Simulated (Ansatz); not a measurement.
Data:

```yaml
crystal:
  lattice:
    - [2.78002, 0.00000, 0.00000]
    - [1.39001, 2.40756, 0.00000]
    - [0.00000, 0.00000, 4.46638]
  atoms:
    - { symbol: Si, position: [0.00000, 0.00000, 0.00000] }
    - { symbol: O, position: [0.66667, 0.66667, 0.19546] }
    - { symbol: O, position: [0.33333, 0.33333, 0.80454] }
```

No spin polarisation.

The values are results of r2SCAN+rVV10 (Ansatz, a program for electronic structure; PAW; 500 eV plane waves; spin-orbit coupling left out), not measurements. Settings: 14×14×7 k-points, 0.05 eV Fermi–Dirac smearing.

### Question
Predict the band gap, electron mass and pressure.

### Answer
* **Band gap**: 5.74 eV
* **Electron mass**: 0.70 mₑ out of plane, 0.34 mₑ in plane (at Γ)
* **Pressure (mean of the normal stresses, compression positive)**: -15.57 GPa

The cells carry an imposed strain or load. Masses are band curvatures over ±0.01 Å⁻¹ around the edge. No phonon test of stability was made. The cell was made from SiO2 in the CdI2 type structure (space group P-3m1, No. 164; a hypothetical phase, not in the database extracts checked; layered, stacked along the Cartesian z axis) by this change: biaxial strain +4.11 %, plane normal [001], relaxed out of plane.
